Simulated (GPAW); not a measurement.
```yaml
crystal:
  lattice:
    - [4.98455, -1.48931, 0.00000]
    - [4.98455, 1.48931, 0.00000]
    - [-1.08290, 0.00000, 4.88142]
  atoms:
    - { symbol: Mg, position: [0.50000, 0.50000, 0.00000] }
    - { symbol: Co, position: [0.74471, 0.74471, 0.74164], spin: 3.0 }
    - { symbol: Co, position: [0.25529, 0.25529, 0.25836], spin: 3.0 }
    - { symbol: O, position: [0.86593, 0.86593, 0.09572] }
    - { symbol: O, position: [0.13407, 0.13407, 0.90428] }
    - { symbol: O, position: [0.35067, 0.35067, 0.63335] }
    - { symbol: O, position: [0.64933, 0.64933, 0.36665] }
```
(The spins are starting values, not results.)

Method of the run: PBEsol, GPAW PAW datasets PBEsol (made by gpaw-setup) (plane waves; GPAW).

The set-up and first iterations of a GPAW log for MgCo2O4 (C2/m, 7 atoms in the cell):

```
Input parameters:
  convergence: {bands: -2,
                density: 1e-05,
                energy: 1e-05}
  kpts: [5 5 3]
  maxiter: 120
  mode: {ecut: 950,
         name: pw}
  nbands: -4
  occupations: {name: fermi-dirac,
                width: 0.02}
  spinpol: True
  symmetry: {symmorphic: False,
             tolerance: 0.0005}
  xc: PBEsol

species:
  Mg:
    name: Magnesium
    Z: 12.0
    valence: 10
    core: 2
    charge: 0.0
    file: Mg.PBEsol.gz

    # Using partial waves for Mg as LCAO basis

  Co:
    name: Cobalt
    Z: 27.0
    valence: 9
    core: 18
    charge: 0.0
    file: Co.PBEsol.gz

    # Using partial waves for Co as LCAO basis

  O:
    name: Oxygen
    Z: 8.0
    valence: 6
    core: 2
    charge: 0.0
    file: O.PBEsol.gz

    # Using partial waves for O as LCAO basis

Reference energy: -89311.274061  # eV

Spin-polarized calculation.
Initial magnetic moment: 6.000000

Convergence criteria:
   [... lines left out ...]

Hamiltonian:
  XC and Coulomb potentials evaluated on a 80*80*72 grid
  External potential:
    NoExternalPotential

XC parameters: PBEsol with 2 nearest neighbor stencil

Number of atoms: 7
Number of atomic orbitals: 42
Number of bands in calculation: 33
Number of valence electrons: 52
Bands to converge: 31

Density initialized from atomic densities
  33 bands from LCAO basis set

Atomic positions and initial magnetic moments

Positions:
   0 Mg     4.984550    0.000000    0.000000    ( 0.0000,  0.0000,  0.0000)
   1 Co     6.620967   -0.000000    3.620254    ( 0.0000,  0.0000,  3.0000)
   2 Co     2.265234   -0.000000    1.261163    ( 0.0000,  0.0000,  3.0000)
   3 O      8.528888   -0.000000    0.467249    ( 0.0000,  0.0000,  0.0000)
   4 O      0.357313   -0.000000    4.414168    ( 0.0000,  0.0000,  0.0000)
   5 O      2.810010    0.000000    3.091645    ( 0.0000,  0.0000,  0.0000)
   6 O      6.076191   -0.000000    1.789772    ( 0.0000,  0.0000,  0.0000)

Unit cell:
           periodic     x           y           z      points  spacing
  1. axis:    yes    4.984550   -1.489310    0.000000    40     0.0712
  2. axis:    yes    4.984550    1.489310    0.000000    40     0.0712
  3. axis:    yes   -1.082899    0.000000    4.881417    36     0.1356

  Lengths:   5.202286   5.202286   5.000090
  Angles:  101.976550 101.976550  33.270739

Effective grid spacing dv^(1/3) = 0.1080
     iter     time        total  log10-change:  magmom
                         energy   eigst   dens
iter:   1 --:--:--   -54.563967   +0.43           +6.0052
iter:   2 --:--:--   -53.049753   -0.57  -0.99    +7.4010
iter:   3 --:--:--   -51.295138   -0.09  -1.06    +8.1367
iter:   4 --:--:--   -50.407616   -1.18  -1.36    +7.4376
iter:   5 --:--:--   -50.671484   -1.38  -1.36    +7.1182
```

How does the run end?

The run converged in 61 iterations. Convergence of the loop says nothing yet on basis, mesh or lower states. It ends on: free energy E − TS (from the program's reference atoms) -51.6763 eV; top of the valence band (on the code's own zero) 5.62 eV; gap on the k-point mesh 0.68 eV; largest force (vector length) 1.228 eV/Å; size of the cell's spin moment 0.00 μB. The log goes on:

```
   [... 35 lines left out ...]
iter:  41 --:--:--   -51.679159   -4.16  -2.58    -0.0000
iter:  42 --:--:--   -51.677374   -3.09  -2.64    -0.0000
   [... lines left out ...]
iter:  50 --:--:--   -51.676348c  -6.09  -3.70    +0.0000
iter:  51 --:--:--   -51.676343c  -6.04  -3.88    +0.0000
iter:  52 --:--:--   -51.676340c  -6.54  -3.92    +0.0000
iter:  53 --:--:--   -51.676339c  -7.32  -4.00    +0.0000
iter:  54 --:--:--   -51.676337c  -6.78  -4.06    +0.0000
iter:  55 --:--:--   -51.676337c  -7.42c -4.54    +0.0000
iter:  56 --:--:--   -51.676337c  -7.34  -4.72    +0.0000
iter:  57 --:--:--   -51.676336c  -7.98c -4.80    +0.0000
iter:  58 --:--:--   -51.676336c  -8.39c -4.80    -0.0000
iter:  59 --:--:--   -51.676336c  -8.45c -4.87    -0.0000
iter:  60 --:--:--   -51.676336c  -8.29c -4.99    -0.0000
iter:  61 --:--:--   -51.676336c  -9.11c -5.11c   -0.0000
Converged after 61 iterations.

Dipole moment: (-0.000000, 0.000000, -0.000000) |e|*Ang

Total magnetic moment: (0.000000, 0.000000, -0.000000)
Local magnetic moments:
   0 Mg ( 0.000000,  0.000000, -0.000000)
   1 Co ( 0.000000,  0.000000,  0.000000)
   2 Co ( 0.000000,  0.000000,  0.000000)
   3 O  ( 0.000000,  0.000000,  0.000000)
   4 O  ( 0.000000,  0.000000,  0.000000)
   5 O  ( 0.000000,  0.000000, -0.000000)
   6 O  ( 0.000000,  0.000000, -0.000000)

Energy contributions relative to reference atoms: (reference = -89311.274061)

Kinetic:        +27.730541
Potential:      -29.372680
External:        +0.000000
XC:             -50.844336
Entropy (-ST):   -0.000000
Local:           +0.810139
SIC:             +0.000000
--------------------------
Free energy:    -51.676336
Extrapolated:   -51.676336

Spin contamination: 0.000000 electrons
Showing only first 2 kpts
                      Up                     Down
   [... lines left out ...]
Fermi level: 5.94655
Gap: 0.679 eV
Direct gap: 0.764 eV
   [... lines left out ...]

Forces in eV/Ang:
  0 Mg    0.00000    0.00000    0.00000
  1 Co    0.23348    0.00000    0.04203
  2 Co   -0.23348    0.00000   -0.04203
  3 O    -1.13993    0.00000    0.25981
  4 O     1.13993    0.00000   -0.25981
  5 O    -1.22283    0.00000    0.11288
  6 O     1.22283    0.00000   -0.11288

Stress tensor:
     0.104534     0.000000    -0.027059
     0.000000     0.138496    -0.000000
    -0.027059    -0.000000     0.075733
Stress (GPa, Voigt): [16.7482 22.1894 12.1338 -0.     -4.3353  0.    ]
```

For comparison: a first run (DFT LDA (Perdew-Wang 92), plane waves, GPAW PAW datasets LDA (gpaw-data 1.0.1)) was changed to give this one (xc: LDA → PBEsol; potentials: GPAW PAW datasets PBEsol (made by gpaw-setup)), and from it to this one the largest force goes from 1.553 to 1.228 eV/Å and the gap on the mesh goes from 0.592 to 0.679 eV.

The starting cell comes from a database of computed structures (which also holds hypothetical and non-ambient phases and stackings), without a prior relaxation at this level. The starting moments vanished: the run ended non-magnetic, which need not be the lowest state. Forces in this geometry exceed 1 eV/Å.

The run was DFT PBEsol, plane waves, GPAW PAW datasets PBEsol (made by gpaw-setup). Main settings of its input:

* **spinpol**: true
* **mode**: pw
* **ecut**: 950 eV
* **xc**: PBEsol
* **kpts**: 5 5 3
* **mesh shift (steps)**: 0 0 0
* **occupations.name**: fermi-dirac
* **occupations.width**: 0.02 eV
* **nbands**: -4
* **convergence.density**: 1e-05 e/electron
* **convergence.energy**: 1e-05 eV/electron
* **convergence.bands**: -2
